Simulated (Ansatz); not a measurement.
# KBr: band gap against strain

KBr (rock salt, Fm-3m, 35.111 Å³/atom at rest, cube axes along x, y and z) under an equal strain ε along all three axes. PBEsol in Ansatz, a plane-wave DFT program (PAW, default set), 420 eV, 9×9×9 Γ-centred mesh, Fermi-Dirac smearing 0.05 eV; ions are relaxed within the symmetry of each cell. Gaps are the smallest over the k-mesh and a band path, without spin-orbit coupling; in all rows the valence edge lies at Γ and the conduction edge at Γ.

Here s stands for strain and Eg for gap.

```csv
strain (%),gap (eV)
-3.00,?
-1.50,4.456
-1.00,4.416
-0.50,4.377
0.00,4.339
0.50,4.302
1.00,4.266
1.50,4.230
```

Task: Fit Eg against s with a straight line, and predict the withheld value at s = -3.00.

Result: Means: s 0, Eg 4.3409. About the means, the sum of products is -0.52650 and the sum of squares of s is 7.0000; the slope is their ratio. Least squares gives Eg = 4.3409 - 0.07521·s. Residuals (row less fit): 0.0023, -0.0001, -0.0015, -0.0019, -0.0013, 0.0003, 0.0019; standard error 0.0018 (degrees of freedom: 5). Over these rows the gap moves by -7.5 ± 0.07 eV per unit strain, or -2.5 eV per unit of ln V. At the withheld row, Eg = 4.3409 - 0.07521 × (-3.0) = 4.5665 eV. The calculation gives 4.584 eV, 0.0175 eV above the prediction (4.9 % of the range of Eg in the table). The row lies outside the fitted rows, so this is an extrapolation. From the scatter of the fitted rows alone, a prediction at this place has a standard error of 0.0028 eV, so the miss is 6.3 times that.

One order more, fitted to all 13 runs of the series, follows each within 0.001, so the miss is the next term of a smooth law. Other structures, which can take over under pressure, weren't tried. Spin-orbit coupling is left out, which can shift this property for KBr. Rows are the converged runs of the series near zero and its far end; series whose fitted rows scatter by over a few per cent of the range, as at a crossing or softening among them, aren't shown in this form. Most that stay on the fit to the last digits aren't either.
